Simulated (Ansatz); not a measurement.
The reference is BN in the h-BN type structure (space group P6_3/mmc, No. 194; layered, stacked along the Cartesian z axis).

```
BN
1.0
    2.50059     0.00000     0.00000
   -1.25029     2.16557     0.00000
    0.00000     0.00000     6.52584
B N
2 2
Direct
  0.33333   0.66667   0.25000
  0.66667   0.33333   0.75000
  0.33333   0.66667   0.75000
  0.66667   0.33333   0.25000
```

Cartesian axes are those of the cell as printed.

Level of theory: Ansatz (a program for electronic structure), r2SCAN+rVV10, PAW, cutoff 500 eV, scalar-relativistic without spin-orbit coupling.

Base values:

```
Property                Value
-------------------  --------
Pressure             0.00 GPa
Smallest direct gap   5.18 eV
```

One thing is altered: strain tensor (xx, yy, zz, yz, xz, xy) = (+1.20, +0.21, −1.58, −0.01, +1.04, −0.01) %; the atoms relax in the strained cell.

Task: Estimate the effect on the pressure, valley order and smallest direct gap.

Result: The pressure (mean of the normal stresses, compression positive) goes from zero to -5.00 GPa; the valley order (the lowest conduction-band minima on the path, energy above the VBM, named in the base's zone) amounts to M (1/2, 1/2, 0) 4.64 eV; M (1/2, 0, 0) 4.65 eV; M (0, 1/2, 0) 4.69 eV; L (1/2, 1/2, 1/2) 5.04 eV; the smallest direct gap shrinks by 0.13 eV (5.18 eV → 5.05 eV).

No phonon test of stability was made.
